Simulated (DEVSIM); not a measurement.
Structure: Au/SiO2/p-Si capacitor, at 300 K.

Layer 1 from the left is SiO2, thickness (nm) 1.40. Layer 2 from the left is Si, thickness (nm) 700, Na (cm⁻³) 6.7e17.

Metal gate on the left, work function 5.1 eV. Fixed charge at the semiconductor interface 8.3e10 cm⁻² (in units of +e); no interface traps.

This is a model device: material constants are rounded textbook-type values typed into the input, and sizes, dopings and lifetimes were drawn at random. Values at 300 K.

SiO2: gap (eV) 9, affinity (eV) 0.9, permittivity 3.9. Si: gap (eV) 1.124, affinity (eV) 4.05, permittivity 11.7, Nc (cm⁻³) 2.86e19, Nv (cm⁻³) 3.1e19.

Simulated with DEVSIM: 1D Poisson equation in equilibrium, Boltzmann statistics, complete ionisation; no quantum confinement or tunnelling. Metal contacts follow the ideal Schottky-Mott rule: no Fermi-level pinning, no interface dipoles.

Problem. What does the simulation give for the minimum of the low-frequency capacitance, the flat-band voltage, the threshold voltage (band bending 2φF)?

Solution. minimum of the low-frequency capacitance 0.243 μF/cm²; flat-band voltage 0.02 V; threshold voltage (band bending 2φF) 1.13 V.
